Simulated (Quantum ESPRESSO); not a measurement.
Several settings converged on VMo (Cmm2, 2 atoms in the cell)

```
CELL_PARAMETERS angstrom
      1.52959    -2.21291     0.00000
      1.52959     2.21291     0.00000
      0.00000     0.00000     4.20786
ATOMIC_POSITIONS crystal
  V  0.50000 0.50000 0.51188
  Mo 0.00000 0.00000 0.00000
```

Base method: LDA (PZ), GBRV 1.5 ultrasoft (LDA) pseudopotentials (plane waves; Quantum ESPRESSO 7.5).

Base settings: ecutwfc = 50 Ry; ecutrho = 400 Ry; occupations = smearing; smearing = gaussian; degauss = 0.0073499 Ry; potentials = {V: v_lda_v1.4.uspp.F.UPF, Mo: mo_lda_v1.uspp.F.UPF}; K_POINTS = automatic 5 5 3 0 0 0; conv_thr = 1e-11 Ry.

The count of work is k-points × plane waves × bands × iterations; it is no time. 

**The cutoff for other potential files**

Level: DFT, LDA (PZ), plane waves, PSlibrary PAW (LDA) pseudopotentials.

In this ladder: pseudopotentials = {V: V.pz-spn-kjpaw_psl.1.0.0.UPF, Mo: Mo.pz-spn-kjpaw_psl.1.0.0.UPF}. Moved along: ecutrho.

The second cell is the first with its lattice scaled by 0.98.

The mesh stays at the base's, so the ladder's end is converged at best in this setting alone.

Only quantities that move along the ladder and can be compared are tabulated.

```csv
ecutwfc,free energy less the last step's (meV/atom),energy of the compressed cell less the first (meV/atom),pressure (GPa),largest difference of a force vector from the last step's (eV/Å),count of work / last
25 Ry,9026.57,-73.57,-406.56,0.665,0.12
30 Ry,2515.49,44.13,-152.42,0.103,0.17
38 Ry,312.32,-12.63,-30.21,0.001,0.22
47 Ry,78.63,-6.13,-9.80,0.001,0.28
55 Ry,55.17,-6.30,-9.56,0.001,0.36
66 Ry,21.94,-6.01,-9.45,0.003,0.47
82 Ry,6.63,-6.41,-8.52,0.000,0.70
110 Ry,0.00,-6.43,-8.55,0.000,1.0
```

Coarsest ecutwfc that holds the pressure within 0.2 GPa of the last step, with all finer ones: 82 Ry; the step before is off by 0.90 GPa.

Coarsest ecutwfc that holds the energy of the compressed cell less the first within 2 meV/atom of the last step, with all finer ones: 47 Ry, at 0.28 of the last step's count of work; the step before is off by 6.2 meV/atom.

Coarsest ecutwfc that holds the free energy within 5 meV/atom: not settled: the last two steps still differ by 6.6 meV/atom, over half the tolerance, so the ladder does not show it.

At the lowest cutoff the pressure lies 398 GPa under the last step's, the usual sign of Pulay stress in an incomplete plane-wave basis.

**The density cutoff**

The mesh stays at the base's, so the ladder's end is converged at best in this setting alone.

Only quantities that move along the ladder and can be compared are tabulated.

```tsv
ecutrho	free energy less the last step's (meV/atom)	pressure (GPa)
100 Ry	-1.37	-9.32
150 Ry	-0.52	-9.52
200 Ry	-0.45	-9.49
250 Ry	-0.04	-9.45
300 Ry	0.03	-9.47
400 Ry	0.00	-9.47
500 Ry	-0.01	-9.47
600 Ry	0.00	-9.47
800 Ry	0.00	-9.47
```

Coarsest ecutrho that holds the pressure within 0.05 GPa of the last step, with all finer ones: 200 Ry; the step before is off by 0.06 GPa.

Coarsest ecutrho that holds the free energy within 1 meV/atom of the last step, with all finer ones: 150 Ry; the step before is off by 1.4 meV/atom.

On the base run: the starting cell comes from a database of computed structures (which also holds hypothetical and non-ambient phases and stackings), without a prior relaxation at this level. Its lattice was rescaled by up to half a per cent. One atom was moved a little off its site on purpose. Spin polarisation is off. In the base run, with a pressure of about -9 GPa the cell is away from its equilibrium volume at this level. Without a gap this mesh is coarse (it stands for a supercell whose shortest vector is 13 Å).
